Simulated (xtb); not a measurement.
xtb 6.7.1, GFN1-xTB: Al(OMe)2(nBu) (CCC[CH2][Al]([O]C)[O]C), 24 atoms. The geometry is a generated start, not checked to be a minimum at this level.

- run flags: --grad
- method: GFN1-xTB
- --acc: 1 (default)
- --etemp (K): 300 (default)
- basis functions: 72
- valence electrons: 54

```xyz
24

Al    -0.9430     0.7188    -0.8802
O     -2.5466     1.1133    -0.8773
C     -3.8953     1.4737    -0.8814
H     -4.0724     2.2591    -0.1419
H     -4.1889     1.8432    -1.8674
H     -4.5134     0.6068    -0.6313
O      0.0889     0.9319    -2.1561
C      1.0068     1.0873    -3.1946
H      1.0075     2.1225    -3.5465
H      2.0119     0.8317    -2.8484
H      0.7442     0.4328    -4.0303
C     -0.2109    -0.0847     0.8127
C      1.3076    -0.2523     0.7925
C      1.8612    -0.8698     2.0814
C      1.4976    -2.3414     2.2487
H     -0.5045     0.5429     1.6579
H     -0.6942    -1.0486     0.9810
H      1.5987    -0.8754    -0.0560
H      1.7715     0.7264     0.6484
H      2.9507    -0.7778     2.0716
H      1.4904    -0.3041     2.9403
H      1.8398    -2.9169     1.3909
H      0.4236    -2.4730     2.3449
H      1.9688    -2.7465     3.1411
```

One run each on 1 thread. Values of broydamp tried: 0.02, 0.05, 0.1, 0.2, 0.4 (default), 0.6, 0.8, 1.

Q: Which value of broydamp needs the fewest SCC iterations, and what happens away from it?

A: Fewest SCC iterations, within one of each other: 0.4 (default) with 10, 0.6 with 11, 0.8 with 11. The count rises to 17 at 0.02. All converge to one solution.

```csv
broydamp,SCC iterations,end
0.02,17,same solution
0.05,15,same solution
0.1,13,same solution
0.2,12,same solution
0.4 (default),10,same solution
0.6,11,same solution
0.8,11,same solution
1,12,same solution
```
